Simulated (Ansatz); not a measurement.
Defect migration in beta Ga2O3: interstitial Zn, charge state +2. Calculation: PBE, PAW (plane waves to 420 eV; Ansatz, a first-principles code).

Cell of 120 host sites held at the relaxed PBE lattice; the Γ point alone; Fermi-Dirac width 0.01 eV, spin-restricted; finite-size errors left in. Static, classical nuclei. The charge state is imposed; whether it is stable for some Fermi level was not computed. Sites that were not tried may lie lower.

Barriers: single points on a 2×2×2 k-point mesh shifted by half a step at the bands' geometries.

The step: a concerted move, in which Zn travels most. Atoms about the jump, Cartesian Å from the middle of the jump, before and after:

```tsv
atom	x0	y0	z0	x1	y1	z1
Zn1	-0.17	-0.77	0.40	0.17	0.77	-0.40
O2	-1.40	0.72	0.59	-1.46	0.77	0.50
O3	1.46	-0.77	-0.50	1.40	-0.72	-0.59
O4	0.48	-0.77	2.41	0.34	-0.74	2.41
O5	-0.34	0.74	-2.41	-0.48	0.77	-2.41
O6	1.23	2.29	-0.61	1.40	2.25	-0.59
O7	-1.40	-2.25	0.59	-1.23	-2.29	0.61
Ga8	2.14	-0.77	1.38	1.85	-0.80	1.27
Ga9	-1.85	0.80	-1.27	-2.14	0.77	-1.38
Ga10	-2.02	-0.77	2.11	-1.64	-0.81	1.83
Ga11	1.64	0.81	-1.83	2.02	0.77	-2.11
Ga12	1.72	2.33	1.17	1.85	2.34	1.27
Ga13	-1.85	-2.34	-1.27	-1.72	-2.33	-1.17
O14	2.83	0.88	1.52	2.79	0.77	1.51
O15	-2.79	-0.77	-1.51	-2.83	-0.88	-1.52
O16	0.31	2.27	2.45	0.34	2.28	2.41
O17	-0.34	-2.28	-2.41	-0.31	-2.27	-2.45
Ga18	-1.59	2.34	1.79	-1.64	2.35	1.83
Ga19	1.64	-2.35	-1.83	1.59	-2.34	-1.79
O20	-1.77	0.75	3.24	-1.74	0.77	3.18
O21	1.74	-0.77	-3.18	1.77	-0.75	-3.24
Ga22	0.23	0.77	3.90	0.20	0.77	3.85
O23	3.54	0.78	-1.45	3.71	0.77	-1.41
O24	-3.71	-0.77	1.41	-3.54	-0.78	1.45
Ga25	-0.20	-0.77	-3.85	-0.23	-0.77	-3.90
```

Task: Give the saddle-point geometry and the barrier.

Result: 
```
atom      x      y      z
----  -----  -----  -----
Zn1   -0.01   0.00   0.01
O2    -1.53   0.82   0.51
O3     1.50  -0.83  -0.50
O4     0.36  -0.71   2.40
O5    -0.39   0.70  -2.39
O6     1.23   2.18  -0.61
O7    -1.26  -2.19   0.62
Ga8    1.99  -0.85   1.42
Ga9   -2.02   0.84  -1.42
Ga10  -1.79  -0.81   1.96
Ga11   1.76   0.80  -1.95
Ga12   1.75   2.29   1.19
Ga13  -1.78  -2.30  -1.18
O14    2.79   0.78   1.52
O15   -2.82  -0.79  -1.52
O16    0.30   2.27   2.42
O17   -0.33  -2.28  -2.41
Ga18  -1.63   2.38   1.82
Ga19   1.60  -2.39  -1.81
O20   -1.77   0.75   3.20
O21    1.74  -0.76  -3.19
Ga22   0.19   0.77   3.88
O23    3.59   0.76  -1.46
O24   -3.62  -0.77   1.46
Ga25  -0.22  -0.78  -3.87
```
It lies 0.29 eV above the start and 0.29 eV above the end. The saddle point's order was not checked, and it lies on a symmetry element of the cell, where a band can be held.
